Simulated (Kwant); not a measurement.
Model system: zigzag graphene ribbon with Kane-Mele spin-orbit coupling. 14 zigzag chains, bond 0.142 nm, hopping 2.7 eV, scattering region 4.6 nm long; sites with one neighbour are removed; energy swept from -1.45 to 1.45 eV from the neutrality point. Second-neighbour term iλ/(3√3) ν σz with λ = 0.59 eV, Rashba hopping 0 eV, exchange ±0 eV σz in the scattering region alone; these strengths are model values, not the material's.

Constants are typed, rounded textbook-type inputs, not results; the design itself was drawn at random and stands for no fabricated device.

Kwant, nearest-neighbour tight-binding model of a honeycomb sheet with an imaginary second-neighbour term, both spins, coherent transport at 0 K. Conductance is in e²/h.

Task: Is the sheet in its topological phase, how wide is its bulk gap, and what conductance is due inside it?

Result: At the two valleys the masses are λ ± Δ = 0.590 and 0.590 eV; the bulk gap is 2|λ − Δ| = 1.18 eV. λ > Δ, so the phase is topological, with edge channels that give G = 2. Simulated at 0.242 eV: 2.00 e²/h.
